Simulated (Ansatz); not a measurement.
WSi2, pressure series

The parent structure is WSi₂ (space group I4/mmm, No. 139; a = 3.2292 Å, c = 7.8672 Å).

Cell and atoms are relaxed at each pressure.

Calculations: Kohn–Sham DFT with the PBE functional, run in Ansatz (an electronic-structure program) with PAW and 420 eV plane waves, no SOC.

Notes on the quantities. enthalpy: H = E + PV relative to the base's energy.

| variant | lattice parameter a | enthalpy | c/a ratio |
|---|---|---|---|
| base | 3.229 Å | – | 2.436 |
| pressure −2 GPa | 3.240 Å | -0.17 eV/atom | 2.435 |
| pressure −1 GPa | 3.235 Å | -0.09 eV/atom | 2.435 |
| pressure 0.9 GPa | 3.224 Å | +0.08 eV/atom | 2.437 |
| pressure 2.1 GPa | 3.218 Å | +0.18 eV/atom | 2.438 |
| pressure 4.5 GPa | 3.206 Å | +0.38 eV/atom | 2.440 |
| pressure 9 GPa | 3.185 Å | +0.75 eV/atom | 2.443 |
| pressure 15 GPa | 3.160 Å | +1.24 eV/atom | 2.447 |
| pressure 22.5 GPa | 3.131 Å | +1.84 eV/atom | 2.452 |
| pressure 30 GPa | 3.105 Å | +2.42 eV/atom | 2.457 |

Load acts through the strain it causes; cell and atoms are relaxed under it. Whether these cells are dynamically stable was not tested. No other phases were tried under pressure. The final runs are not spin-polarised.
